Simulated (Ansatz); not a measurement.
Output of an Ansatz run (abridged):

```
WARN ansatz: RAYON_NUM_THREADS=1 ignored (pool sized by the plan → 1); use --threads N
Pseudopotentials: kind: paw
Pseudopotential: Ta, paw, valence charge 13
Pseudopotential: Sr, paw, valence charge 10
Crystal: 6 atoms, lattice volume = 174.883 Å³
Basis set: ecut = 420 eV, 3479 PW (Γ), exchange–correlation on 90×90×90 points (8 copies of the dense FFT grid, shifted against one another)
Bands: 44, of which v1, the nominal top of the filled ones, is band 36 counted from 1 (35 counted from 0)
Symmetry: 48 space group operations
Space group: Fd-3m (ITA 227), of the structure as read, at distance tolerance 5.6e-5 Å
k-points: 10 of 125
Initial density: superposition of atomic densities (neutral atoms: chi_scale 0, normalization atom), corrected by the library's trained network
Initial wavefunctions: pseudopotential atomic-orbital guess
Eigensolver: davidson
Functional: x = pbe(κ = 0.804, μ = 0.2195149727645171), c = pbe(β = 0.06672455060314922)
SCF iter   1: F=—  HF=-46811.731057 eV  |F-HF|=—  |Δ(HF+E_count)|=         —  Δρ=4.78e-3  dr2=1.39e-1  ethr=1.77e-3  ⟨swp⟩=8.1  Hψ=2138  notcnv=0
all-band conjugate gradients solve this SCF's bands
preconditioner: auto → Kerker (q_TF=auto, 2.353 Å⁻¹)
SCF iter   2: F=—  HF=-46811.713038 eV  |F-HF|=—  |Δ(HF+E_count)|=   1.80e-2  Δρ=2.65e-3  dr2=4.19e-2  ethr=1.93e-4  ⟨swp⟩=1.3  Hψ=523  notcnv=0
SCF iter   3: F=—  HF=-46811.704786 eV  |F-HF|=—  |Δ(HF+E_count)|=   8.25e-3  Δρ=4.99e-4  dr2=1.36e-3  ethr=5.82e-5  ⟨swp⟩=2.1  Hψ=567  notcnv=0
SCF iter   4: F=—  HF=-46811.704584 eV  |F-HF|=—  |Δ(HF+E_count)|=   2.02e-4  Δρ=1.69e-4  dr2=6.72e-5  ethr=1.89e-6  ⟨swp⟩=2.0  Hψ=582  notcnv=0
SCF iter   5: F=—  HF=-46811.704741 eV  |F-HF|=—  |Δ(HF+E_count)|=   1.57e-4  Δρ=4.88e-5  dr2=5.91e-6  ethr=9.34e-8  ⟨swp⟩=2.2  Hψ=614  notcnv=0
SCF iter   6: F=—  HF=-46811.704741 eV  |F-HF|=—  |Δ(HF+E_count)|=   1.80e-7  Δρ=8.79e-6  dr2=1.79e-7  ethr=8.21e-9  ⟨swp⟩=2.3  Hψ=789  notcnv=0
SCF iter   7: F=-46811.704741 eV  HF=-46811.704741 eV  |F-HF|=1.42e-9  |Δ(HF+E_count)|=   4.13e-8  Δρ=1.85e-6  dr2=5.87e-9  ethr=1.39e-10  ⟨swp⟩=8.9  Hψ=2001  notcnv=0
SCF 1 converged in 7 iterations: F = -46811.704741 eV  dr2 = 5.87e-9
SCF converged after 7 iterations
Free energy (F): -46811.704741 eV
Harris-Foulkes:  -46811.704741 eV  (|F-HF|=1.42e-9)
Internal energy: -46811.283240 eV  (E = F + TS)
E sigma→0 (E₀):  -46811.493990 eV
Entropy (-TS):   -0.421501 eV (-70.250 meV/atom)
Fermi energy:    10.508630 eV
--- Per-component energies (eV) ---
  E_band       = -985.727064
  E_kinetic    = 1926.925071
  E_local      = -4811.827620  (includes V_loc(G=0)·N_el)
  E_nonlocal   = 460.155880
  E_hartree    = 1543.410282
  E_xc         = -1206.304033
  E_vxc        = -1121.384993  (∫ρ·V_xc dr)
  E_paw        = -38971.175083  (= ΣΔE_a)
  E_vpaw       = -526.416027  (= ΣTr[D̂ρ^β])
  E_aug_tail   = 0.000562  (compensation charges beyond the density's cutoff)
  E_ewald      = -5752.468298
  E_smearing   = -0.421501  (= −TS)
  E_closure    = -0.000000  (closes the sum)
  Σ components = -46811.704741   (vs F -46811.704741, Δ=0.00e0)
--- Forces (eV/Å), atoms counted from 1 ---
  atom   1  Ta     0.00000000    -0.00000000     0.00000000
   [... zero for the other atoms too ...]
  max |Σ_I F_I| component: 5.09e-17 eV/Å
--- Stress (GPa, compression-positive) ---
      -10.395831       0.000000      -0.000000
        0.000000     -10.395831      -0.000000
        0.000000       0.000000     -10.395831
  P = ⅓ Tr σ = -10.3958 GPa (-103.958 kbar)
  The stress holds the Pulay correction. Without it, at fixed plane waves, as pw.x and ABINIT print it: P = -10.4161 GPa
--- Band table (eV; the first three rows and the last of 10) ---
  k-point 0: bands = ["-57.3626", "-57.3342", "-57.3342", "-57.3342", "-24.3257", "-24.2870", "-23.9753", "-23.9306", "-23.9306", "-23.9306", "-23.9012", "-23.9012", "-23.7304", "-23.7304", "-23.7304", "-23.4928", "-23.4928", "-23.4928", "-6.4603", [...]
  k-point 1: bands = ["-57.3607", "-57.3361", "-57.3341", "-57.3341", "-24.3250", "-24.2896", "-23.9531", "-23.9212", "-23.9212", "-23.9131", "-23.8916", "-23.8916", "-23.7455", "-23.7455", "-23.7304", "-23.5332", "-23.4974", "-23.4974", "-6.4655", [...]
  k-point 2: bands = ["-57.3565", "-57.3403", "-57.3341", "-57.3341", "-24.3224", "-24.2951", "-23.9408", "-23.9151", "-23.9151", "-23.8506", "-23.8506", "-23.8341", "-23.7869", "-23.7869", "-23.7304", "-23.6257", "-23.5045", "-23.5045", "-6.4730", [...]
  k-point 9: bands = ["-57.3520", "-57.3449", "-57.3341", "-57.3341", "-24.3160", "-24.3038", "-23.9004", "-23.8998", "-23.8954", "-23.8626", "-23.8333", "-23.8281", "-23.7886", "-23.7649", "-23.7607", "-23.6707", "-23.5250", "-23.5174", "-6.4995", [...]
```

The structure:

```xyz
6
Lattice="0.0000 4.4385 4.4385 4.4385 0.0000 4.4385 4.4385 4.4385 0.0000" Properties=species:S:1:pos:R:3 pbc="T T T"
Ta     1.1096     1.1096     1.1096
Ta     1.1096     3.3289     3.3289
Ta     3.3289     1.1096     3.3289
Ta     3.3289     3.3289     1.1096
Sr     6.6578     6.6578     6.6578
Sr     4.4385     4.4385     4.4385
```

### Question
Write an input that gives this output.

### Answer
Other spellings and defaults could give the same log, and not every line can be read from it. The input that was run (DFT, PBE, plane waves, default PAW files):

Ansatz 0.2 input:
```yaml
# SrTa2
crystal:
  lattice:
    - [0.000000, 4.438530, 4.438530]
    - [4.438530, 0.000000, 4.438530]
    - [4.438530, 4.438530, 0.000000]
  atoms:
    - { symbol: Ta, position: [0.125000, 0.125000, 0.125000] }
    - { symbol: Ta, position: [0.625000, 0.125000, 0.125000] }
    - { symbol: Ta, position: [0.125000, 0.625000, 0.125000] }
    - { symbol: Ta, position: [0.125000, 0.125000, 0.625000] }
    - { symbol: Sr, position: [0.750000, 0.750000, 0.750000] }
    - { symbol: Sr, position: [0.500000, 0.500000, 0.500000] }
basis:
  ecutwfc: 420.0
kpoints:
  mp_grid: { grid: [5, 5, 5] }
hamiltonian:
  xc: pbe
  pseudopotentials: { kind: paw }
scf:
  occupations: { method: fermi_dirac, width: 0.1 }
output:
  forces: true
  eigenvalues: true
  stress: true
```

The starting cell was generated: these elements placed on a structure prototype, without a prior relaxation; it need not be a known phase or ordering of this composition. Its lattice was rescaled by a random factor within 2.5 % of one. Spin-orbit coupling is off. Spin polarisation is off. With a pressure of about -10 GPa the cell is away from its equilibrium volume at this level. Ansatz's pressure includes its estimate of the finite-basis (Pulay) stress.

Ansatz is an electronic-structure program.
